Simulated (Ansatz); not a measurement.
# AuIn2 (model structure, started from the C15 type, Fd-3m, No. 227, 6 atoms in the cell)

Level of theory: r²SCAN (Ansatz, a quantum-chemistry and plane-wave program, PAW).

Settings: plane-wave cutoff 560 eV, 12×12×12 k mesh, Fermi–Dirac smearing 0.05 eV, scalar-relativistic PAW data made under PBE.

Cell (relaxed at this level):

```cif
data_Au2In4
_chemical_formula_sum 'In4 Au2'
_space_group_name_H-M_alt 'P 1'
_space_group_IT_number 1
_cell_length_a 5.94294
_cell_length_b 5.94294
_cell_length_c 5.94294
_cell_angle_alpha 60.000
_cell_angle_beta 60.000
_cell_angle_gamma 60.000
loop_
_space_group_symop_operation_xyz
  'x, y, z'
loop_
_atom_site_label
_atom_site_type_symbol
_atom_site_fract_x
_atom_site_fract_y
_atom_site_fract_z
_atom_site_occupancy
In1 In 0.62500 0.62500 0.62500 1
In2 In 0.12500 0.62500 0.62500 1
In3 In 0.62500 0.12500 0.62500 1
In4 In 0.62500 0.62500 0.12500 1
Au1 Au 0.25000 0.25000 0.25000 1
Au2 Au 0.00000 0.00000 0.00000 1
```

band gap: none
bulk modulus B0: 44.4 GPa

Note: the bulk modulus is −V dP/dV from two relaxed cells at ±2 % in volume; the relaxation could raise the start's symmetry but not lower it, so the cell can be a saddle point.

Spin–orbit coupling is not included; it can shift volumes and moduli of such heavy elements.

Computed values are for the static lattice.

A model structure was made by putting elements into a prototype or built by hand; it is no filed structure, need not be a known phase, and can be a saddle point held by its symmetry.
